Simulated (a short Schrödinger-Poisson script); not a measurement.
Stack: symmetric double-gate stack, SiO2 on p-type Si(111), at 77 K.

| layer | material | thickness (nm) | Na (cm⁻³) |
|---|---|---|---|
| 1 | SiO2 | 1.7 | - |
| 2 | Si | 8 | 7e17 |
| 3 | SiO2 | 1.7 | - |

The device is made up for the run: typed textbook-type constants, with dimensions and the other settings drawn at random. SiO2: permittivity 3.9, conduction-band edge (eV) 3.15, gap (eV) 9, electron mass (mₑ) 0.5. Si: permittivity 11.7, conduction-band edge (eV) 0, gap (eV) 1.124, Nv at 300 K (cm⁻³) 3.1e19.

Channel valleys (confinement mass, in-plane density-of-states mass, number): Δ6 0.258, 0.358, 6. At the gates, both at one voltage, the conduction-band edge of layer 1 lies 3.54 eV − eVg above the Fermi level of the channel. Gaps are held at their typed values at every temperature. Mesh 0.03 nm at interfaces.

Solved with a short Schrödinger-Poisson script written for these runs: 1D Poisson equation in equilibrium, electrons quantum, Hartree (BenDaniel-Duke, 12 states a valley, the channel's in-plane mass for all, wave functions free to enter the dielectric), parabolic valleys, classical holes, full ionisation, no traps, pinning or gate leakage.

The same stack at other levels of the model or other numerical settings:

| run | sheet density of all electrons at Vg = 1.1 V (cm⁻²) | sheet density of all electrons at Vg = 0.5 V (cm⁻²) | capacitance of both gates at Vg = 1.1 V (μF/cm²) | rough cost against the base |
|---|---|---|---|---|
| base | 1.24e13 | 1.26e12 | 3.18 | about 1 |
| electrons treated as classical, Boltzmann | 1.65e13 | 1.96e12 | 3.97 | 0.03 |
| electrons treated as classical, Fermi-Dirac | 1.52e13 | 1.88e12 | 3.63 | 0.09 |
| mesh six times as coarse | 1.23e13 | 1.25e12 | 3.17 | 0.3 |
| one subband a valley | 1.23e13 | 1.26e12 | 3.15 | 0.4 |

The classical rows ignore confinement, and Boltzmann statistics overrate the density once the band edge passes the Fermi level.
